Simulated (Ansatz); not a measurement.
Take BaLiF3 in the cubic perovskite structure (space group Pm-3m, No. 221; a = 3.958 Å; a cell from a computed database, its experimental status unchecked) as the base.

Modification: a negative pressure, −1 GPa.

Levels (all Ansatz, a program for electronic structure, PAW): PBEsol (420 eV, spin-orbit coupling left out); PBEsol+SOC (420 eV, with spin-orbit coupling).

The geometry is relaxed with PBEsol.

| Property | Result |
|---|---|
| PBEsol valence-band top at Γ | 0.00, 0.00, 0.00 eV |
| PBEsol width of the top valence band | 0.48 eV |
| PBEsol lowest conduction level above the VBM at special points | Γ 6.60 eV; R 8.04 eV; X 8.07 eV; M 8.88 eV |

With PBEsol+SOC at the same geometry, the valence-band top at Γ (three highest Kramers pairs, from the VBM) changes from 0.00, 0.00, 0.00 eV to 0.00, 0.00, -0.15 eV; the width of the top valence band rises by 0.03 eV to 0.51 eV; the lowest conduction level above the VBM at special points goes from Γ 6.60 eV; R 8.04 eV; X 8.07 eV; M 8.88 eV to Γ 6.55 eV; R 7.96 eV; X 8.02 eV; M 8.83 eV. The threefold valence maximum splits by Δso ≈ 0.15 eV.

Single points use the geometry relaxed with PBEsol. The spin-orbit shifts are approximate. The levels and masses belong to the bands next to the band gap. Load acts through the strain it causes; cell and atoms are relaxed under it. Stability against distortions was not tested. Many cubic perovskites are stable only at high temperature; tilts and polar distortions were not tested.
